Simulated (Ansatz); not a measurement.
Defect: interstitial H in rock-salt CaO, charge state -1. All values below come from PBE, PAW (plane waves to 420 eV; Ansatz, an electronic-structure program).

Cell of 64 host sites held at the relaxed PBE lattice; the Γ point alone; Fermi-Dirac width 0.01 eV, spin-restricted; finite-size errors left in. Static, classical nuclei. The charge state is imposed; whether it is stable for some Fermi level was not computed. Sites that were not tried may lie lower.

Barriers: single points on a 2×2×2 k-point mesh shifted by half a step at the bands' geometries (they differ from the bands' own by up to 0.08 eV, and are uncertain by about as much).

The only route run: H moves alone to another site; the atom moves 2.41 Å along (0.00, 0.00, -0.50) of the unit cell; the moving atom starts with neighbours 4 Ca at 2.04; 4 O at 2.33 Å and ends with 4 Ca at 2.04; 4 O at 2.33 Å. Its barrier is 1.22 eV. The saddle point's order was not checked, and it lies on a symmetry element of the cell, where a band can be held. The defect has 6 equivalent sites to jump to, 2.38 Å away. Attempt frequency: take 10 THz as a typical guess.

Question: Estimate the defect's diffusion coefficient at 400 K, how far it wanders in 1 s, and how much an error of 0.1 eV in the barrier would matter.

Answer: kT = 0.0345 eV, so each jump happens at Γ = ν exp(−E/kT) = 1.0e13 × exp(−35.39) ≈ 4.3e-03 s⁻¹. For uncorrelated jumps in a cubic host D = z λ² Γ / 6 = 6 × (2.38e-8 cm)² × 4.3e-03 / 6 ≈ 2.4e-18 cm²/s. The root-mean-square distance is √(6Dt) ≈ 0.04 nm, less than one jump, so the defect is frozen in. An error of 0.1 eV changes D by a factor exp(0.1/kT) ≈ 18, and the distance by its square root. This is the isolated defect's own diffusivity; trapping, its concentration and zero-point motion are left out.
